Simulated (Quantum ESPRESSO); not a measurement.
**Quick settings and what they miss: Mg₆ZrCd (Amm2, 8 atoms in the cell)**

Self-consistent single point.

```yaml
crystal:
  lattice:
    - [5.13344, 0.00000, 0.00000]
    - [0.00000, 3.20628, 5.75574]
    - [0.00000, -3.20628, 5.75574]
  atoms:
    - { symbol: Mg, position: [0.50000, 0.67013, 0.17297] }
    - { symbol: Mg, position: [0.50000, 0.17297, 0.67013] }
    - { symbol: Mg, position: [0.00000, 0.83862, 0.32530] }
    - { symbol: Mg, position: [0.00000, 0.32530, 0.83862] }
    - { symbol: Mg, position: [0.00000, 0.32916, 0.32916] }
    - { symbol: Mg, position: [0.00000, 0.82707, 0.82707] }
    - { symbol: Zr, position: [0.50000, 0.17230, 0.17230] }
    - { symbol: Cd, position: [0.50000, 0.66444, 0.66444] }
```

Computed with PBEsol, SSSP 1.1.2 efficiency (PBE) pseudopotentials (plane waves; Quantum ESPRESSO).

Base settings: ecutwfc = 45 Ry; ecutrho = 360 Ry; occupations = smearing; smearing = gaussian; degauss = 0.0073499 Ry; input_dft = pbesol; K_POINTS = automatic 5 4 4 0 0 0; conv_thr = 1e-10 Ry; mixing_beta = 0.3.

Tight run (finer mesh or higher cutoff; not a proven limit): ecutwfc: 45 Ry → 63 Ry; ecutrho: 360 Ry → 504 Ry; conv_thr: 1e-10 Ry → 7.3e-11 Ry; K_POINTS: automatic 5 4 4 0 0 0 → automatic 7 6 6 0 0 0. It gave Fermi level (on the code's own zero) 5.29 eV; pressure -3.82 GPa; largest force (vector length) 0.078 eV/Å.

Quick runs, as changes from the base:
- A: the base itself
- B: ecutwfc: 45 Ry → 22 Ry; ecutrho: 360 Ry → 176 Ry; degauss: 0.0073499 Ry → 0.0147 Ry; K_POINTS: automatic 5 4 4 0 0 0 → automatic 2 2 2 0 0 0
- C: K_POINTS: automatic 5 4 4 0 0 0 → automatic 4 4 4 0 0 0
- D: ecutwfc: 45 Ry → 27 Ry; ecutrho: 360 Ry → 216 Ry; K_POINTS: automatic 5 4 4 0 0 0 → automatic 3 3 3 1 1 1
- E: ecutwfc: 45 Ry → 36 Ry; ecutrho: 360 Ry → 288 Ry; smearing: gaussian → fermi-dirac; degauss: 0.0073499 Ry → 0.0099958 Ry; K_POINTS: automatic 5 4 4 0 0 0 → automatic 6 6 6 0 0 0

Energies are extrapolated to zero smearing width, which holds to low order in the width alone (under cold and Methfessel-Paxton smearing the free energy itself is taken).

The count of work is k-points × plane waves × bands × iterations; it is no time. Core times come from one kind of shared machine and are given to one figure; runs under 30 s give none.

The starting cell comes from a database of computed structures (which also holds hypothetical and non-ambient phases and stackings), without a prior relaxation at this level. Its lattice was rescaled by a random factor within 2.5 % of one. In the base run, with a pressure of about -4 GPa the cell is away from its equilibrium volume at this level.

| run | energy less tight (meV/atom) | pressure less tight (GPa) | largest miss in a force vector (eV/Å) | count of work / tight | core time / tight (rough) |
|---|---|---|---|---|---|
| A | 12.7 | -0.14 | 0.030 | 0.26 | 0.3 |
| B | 1311.6 | -45.72 | 0.127 | 0.027 | 0.06 |
| C | 15.7 | -0.19 | 0.032 | 0.23 | 0.3 |
| D | 189.4 | -9.95 | 0.055 | 0.043 | 0.09 |
| E | 11.9 | 0.04 | 0.021 | 0.43 | 0.4 |

Among the runs at the tight run's level, the energy misses run from 11.9 to 1311.6 meV/atom.

Left out of this page: 1 run of the series outside the window shown, repeating another row's setting, or not comparable.
